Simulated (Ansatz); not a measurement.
Given:

End structure of the (211) surface of fcc Pt in its 1x1 cell, outermost plane spacing 0.81 Å in the ideal cut:

```xyz
13
Lattice="2.8072 0.0000 0.0000 0.0000 6.8762 0.0000 0.0000 0.0000 26.0000" Properties=species:S:1:pos:R:3 pbc="T T T"
Pt     1.4036     2.4822     8.3281
Pt     0.0000     4.7204     8.9267
Pt     1.4036     0.0589     9.6021
Pt     0.0000     2.2712    10.6476
Pt     1.4036     4.6273    11.3561
Pt     0.0000    -0.0145    12.1921
Pt     1.4036     2.2921    13.0000
Pt     0.0000     4.5986    13.8079
Pt     1.4036    -0.0432    14.6439
Pt     0.0000     2.3129    15.3524
Pt     1.4036     4.5253    16.3979
Pt     0.0000    -0.1362    17.0733
Pt     1.4036     2.1020    17.6719
```

Set-up: 13 atoms, 9.7 Å thick at the start (thin: gaps and levels are the slab's own); mesh 13x6x1; 0.1 eV smearing; dipole correction on; single point; on the structure that PBE left under its start's symmetry; no spin, no spin-orbit, no U.

What surface energy (mean of both faces) does r2SCAN, at the PBE geometry run with Ansatz (an electronic-structure program) give?

1.91 J/m²

What is the computed work function of the top face (r2SCAN, at the PBE geometry)?

5.60 eV
